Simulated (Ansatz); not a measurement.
An Ansatz (a program for electronic structure) run: GaCuSe2; PBEsol, PAW, 420 eV (Ansatz; no spin-orbit coupling).

Input:

Ansatz 0.2 input:
```yaml
crystal:
  lattice:
    - [-2.7850077326, 2.7850077326, 5.5373080061]
    - [2.7850077326, -2.7850077326, 5.5373080061]
    - [2.7850077326, 2.7850077326, -5.5373080061]
  atoms:
    - { symbol: Cu, position: [0.75, 0.25, 0.5] }
    - { symbol: Cu, position: [0, 0, 0] }
    - { symbol: Ga, position: [0.25, 0.75, 0.5] }
    - { symbol: Ga, position: [0.5, 0.5, 0] }
    - { symbol: Se, position: [0.1168076924, 0.125, 0.4918076924] }
    - { symbol: Se, position: [0.6331923076, 0.625, 0.5081923076] }
    - { symbol: Se, position: [0.375, 0.8831923076, 0.0081923076] }
    - { symbol: Se, position: [0.875, 0.3668076924, 0.9918076924] }
basis: { ecutwfc: 420, ecutrho_ratio: 4, xc_grid: 2, fft_grid_basis: typed }
kpoints: { mp_grid: { grid: [8, 8, 8] } }
hamiltonian:
  xc: pbesol
  dispersion: none
  pseudopotentials: { kind: paw }
scf: { occupations: { method: fermi_dirac, width: 0.05 }, convergence: { dr2_threshold: 0.0000000008 } }
output: { forces: true, stress: true }
```

Output (explanatory and most iteration lines left out):

```
Pseudopotential: Cu, paw, valence charge 19
Pseudopotential: Ga, paw, valence charge 13
Pseudopotential: Se, paw, valence charge 16
Crystal: 8 atoms, lattice volume = 171.795 Å³
Basis set: ecut = 420 eV, 3411 PW (Γ), exchange–correlation on 96×96×96 points (8 copies of the dense FFT grid, shifted against one another)
Bands: 72, of which v1, the nominal top of the filled ones, is band 64 counted from 1 (63 counted from 0)
Symmetry: 8 space group operations
Space group: I-42d (ITA 122), of the structure as read, at distance tolerance 5.6e-5 Å
k-points: 59 of 512 (time reversal used)
Functional: x = pbesol(κ = 0.804, μ = 0.12345679012345678), c = pbesol(β = 0.046)
SCF iter   1: F=—  HF=-42364.442671 eV  |F-HF|=—  |Δ(HF+E_count)|=         —  Δρ=9.08e-3  dr2=9.69e-2  ethr=1.77e-3  ⟨swp⟩=6.0  Hψ=14996  notcnv=0  defer=1
SCF iter   2: F=—  HF=-42364.445722 eV  |F-HF|=—  |Δ(HF+E_count)|=   3.05e-3  Δρ=8.86e-3  dr2=8.67e-2  ethr=7.57e-5  ⟨swp⟩=2.0  Hψ=9187  notcnv=0  defer=137
SCF 1 converged in 11 iterations: F = -42364.424234 eV  dr2 = 2.17e-10
SCF converged after 11 iterations
Free energy (F): -42364.424234 eV
Internal energy: -42364.423659 eV  (E = F + TS)
E sigma→0 (E₀):  -42364.423947 eV
Entropy (-TS):   -0.000575 eV (-0.072 meV/atom)
Fermi energy:    9.004509 eV
--- Forces (eV/Å), atoms counted from 1 ---
  atom   1  Cu    -0.00000000    -0.00000000     0.00000000
  atom   2  Cu    -0.00000000    -0.00000000     0.00000000
  atom   3  Ga    -0.00000000    -0.00000000    -0.00000000
  atom   4  Ga    -0.00000000     0.00000000     0.00000000
  atom   5  Se    -0.00000000    -0.00050075     0.00000000
  atom   6  Se     0.00000000     0.00050075    -0.00000000
  atom   7  Se     0.00050075     0.00000000     0.00000000
  atom   8  Se    -0.00050075     0.00000000     0.00000000
--- Stress (GPa, compression-positive) ---
       -0.003628       0.000000       0.000000
        0.000000      -0.003628      -0.000000
        0.000000      -0.000000       0.002537
  P = ⅓ Tr σ = -0.0016 GPa (-0.016 kbar)
```

Stability against distortions was not tested. All final runs are without spin polarisation. The cell is GaCuSe$_{2}$ in the chalcopyrite structure (space group I-42d, No. 122).
